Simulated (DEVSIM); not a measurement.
Device: abrupt Si p-n junction, at 300 K.

```csv
layer (left to right),material,thickness (μm),Nd (cm⁻³),Na (cm⁻³),τn (s),τp (s)
1,Si,31.0,-,1.2e17,0.00062,0.00062
2,Si,1.70,2.7e17,-,0.00062,0.00062
```

Left contact: ohmic. Right contact: ohmic. Voltage is applied to the left contact. Recombination: SRH at mid-gap, Auger. Mobility is μmin + (μ − μmin)/(1 + (N/Nref)^α).

The device is made up for the run: typed textbook-type constants, with dimensions and the other settings drawn at random. Values at 300 K.

| parameter | Si |
|---|---|
| gap (eV) | 1.124 |
| affinity (eV) | 4.05 |
| permittivity | 11.7 |
| Nc (cm⁻³) | 2.86e19 |
| Nv (cm⁻³) | 3.1e19 |
| μn (cm²/Vs) | 1417 |
| μp (cm²/Vs) | 470 |
| μn,min | 52 |
| μp,min | 45 |
| Nref,n | 9.7e16 |
| Nref,p | 2.2e17 |
| αn | 0.68 |
| αp | 0.72 |
| Cn (cm⁶/s) | 2.8e-31 |
| Cp (cm⁶/s) | 9.9e-32 |

Model (solved in DEVSIM): 1D drift-diffusion, Boltzmann statistics, complete ionisation; no tunnelling, impact ionisation, image-force lowering or self-heating.

The thickness of layer 1 was swept, all else fixed.

```tsv
thickness of layer 1 (μm)	dark forward voltage at 1 A/cm² (V)	dark forward voltage at 100 A/cm² (V)
6.2	0.664	0.788
11	0.673	0.799
19	0.679	0.815
31	0.683	___
53	0.686	0.858
93	0.689	0.903
160	0.691	0.975
```

**Question.** Fill in the missing entries.

**Answer.** 
- 31, dark forward voltage at 100 A/cm² (V): 0.832
